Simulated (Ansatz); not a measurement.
Data:

```xyz
6
Lattice="2.6935 0.0000 0.0000 0.0000 5.9866 0.0000 0.0000 2.9933 2.9933" Properties=species:S:1:pos:R:3 pbc="T T T"
Si     1.3467     2.9933     0.0000
Si     0.0000     0.0000     0.0000
O      0.0000     2.9933     1.1564
O      0.0000     5.9866     1.8369
O      1.3467     1.1564     0.0000
O      1.3467     4.8302     0.0000
```

Space group of this cell: P4_2/mnm, rutile. The cell is taken as given; by r2SCAN its mean pressure is -9.6 GPa.

All values below come from r2SCAN (plane waves, PAW; Ansatz, a first-principles code).

The current runs along the normal of the first two printed vectors; no spin-orbit coupling. Scaled by the factor s: both lengths across the current (ions clamped). Meshes 12×10×10 and 12×6 across the current in all rows.

```
s     mean pressure (GPa)  band gap (eV)
----  -------------------  -------------
0.98                  4.1              ?
1.00                 -9.6           5.97
1.02                -20.7           5.22
```

**Question.** Take the slope of the band gap against ln s from the two given rows, extrapolate to s = 0.98, and say what the run there gives.

**Answer.** Slope = (5.22 − 5.97) / ln 1.02 = -37.9 eV. The line gives 5.97 + (-37.9) × ln 0.98 = 6.74 eV. The run gives 6.73 eV, 0.01 eV under the line, 1 % of the predicted step.
